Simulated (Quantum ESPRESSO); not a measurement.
Several settings converged on Ta (Im-3m, 1 atom in the cell)

```yaml
crystal:
  lattice:
    - [1.65825, 1.65825, 1.65825]
    - [-1.65825, 1.65825, 1.65825]
    - [-1.65825, -1.65825, 1.65825]
  atoms:
    - { symbol: Ta, position: [0.00000, 0.00000, 0.00000] }
```

Base method: PBE, PSlibrary PAW (PBE) pseudopotentials (plane waves; Quantum ESPRESSO).

Base settings: ecutwfc = 50 Ry; ecutrho = 300 Ry; occupations = smearing; smearing = gauss; degauss = 0.0073499 Ry; potentials = {Ta: Ta.pbe-spn-kjpaw_psl.1.0.0.UPF}; K_POINTS = automatic 10 10 10 0 0 0; conv_thr = 1e-10 Ry; mixing_beta = 0.3.

The count of work is k-points × plane waves × bands × iterations; it is no time. 

**The cutoff for other potential files**

Level: DFT, PBE, plane waves, SSSP 1.1.2 efficiency (PBE) pseudopotentials.

In this ladder: pseudopotentials = {Ta: Ta_pbe_v1.uspp.F.UPF}. Moved along: ecutrho.

The second cell is the first with its lattice scaled by 0.98.

The mesh stays at the base's, so the ladder's end is converged at best in this setting alone.

Only quantities that move along the ladder and can be compared are tabulated.

| ecutwfc | free energy less the last step's (meV/atom) | energy of the compressed cell less the first (meV/atom) | pressure (GPa) | count of work / last |
|---|---|---|---|---|
| 18 Ry | 2191.16 | 65.37 | -96.98 | 0.12 |
| 28 Ry | 139.72 | 57.22 | 1.36 | 0.21 |
| 34 Ry | 105.26 | 56.75 | -0.12 | 0.28 |
| 40 Ry | 47.34 | 57.01 | -0.10 | 0.36 |
| 48 Ry | 10.36 | 56.83 | 1.23 | 0.47 |
| 60 Ry | 4.62 | 56.98 | 1.74 | 0.65 |
| 80 Ry | 0.00 | 57.03 | 1.70 | 1.0 |

Coarsest ecutwfc that holds the pressure within 0.2 GPa of the last step, with all finer ones: 60 Ry; the step before is off by 0.47 GPa.

Coarsest ecutwfc that holds the free energy within 5 meV/atom: not settled: the last two steps still differ by 4.6 meV/atom, over half the tolerance, so the ladder does not show it.

Coarsest ecutwfc that holds the energy of the compressed cell less the first within 2 meV/atom of the last step, with all finer ones: 28 Ry, at 0.21 of the last step's count of work; the step before is off by 8.3 meV/atom.

At the lowest cutoff the pressure lies 98.7 GPa under the last step's, the usual sign of Pulay stress in an incomplete plane-wave basis.

**The density cutoff**

The second cell is the first with its lattice scaled by 0.98.

The mesh stays at the base's, so the ladder's end is converged at best in this setting alone.

Only quantities that move along the ladder and can be compared are tabulated.

```csv
ecutrho,free energy less the last step's (meV/atom),energy of the compressed cell less the first (meV/atom),pressure (GPa)
100 Ry,-100.36,52.44,8.12
150 Ry,-8.25,51.33,0.71
200 Ry,-0.85,50.76,0.69
250 Ry,-1.04,50.80,0.70
300 Ry,-0.13,50.74,0.64
400 Ry,-0.03,50.74,0.65
500 Ry,-0.01,50.73,0.65
600 Ry,-0.01,50.73,0.65
800 Ry,0.00,50.73,0.65
```

Coarsest ecutrho that holds the pressure within 0.5 GPa of the last step, with all finer ones: 150 Ry; the step before is off by 7.5 GPa.

Coarsest ecutrho that holds the energy of the compressed cell less the first within 0.5 meV/atom of the last step, with all finer ones: 200 Ry; the step before is off by 0.59 meV/atom.

Coarsest ecutrho that holds the free energy within 5 meV/atom of the last step, with all finer ones: 200 Ry; the step before is off by 8.2 meV/atom.

The energy difference between the two cells stays within 1 meV/atom of the last step's from 150 Ry on, the total only from 300 Ry on: much of the error is common to both cells and cancels.

On the base run: the starting cell has typed, rounded lattice constants, without a prior relaxation at this level. Its lattice was rescaled by up to half a per cent. Spin polarisation is off.
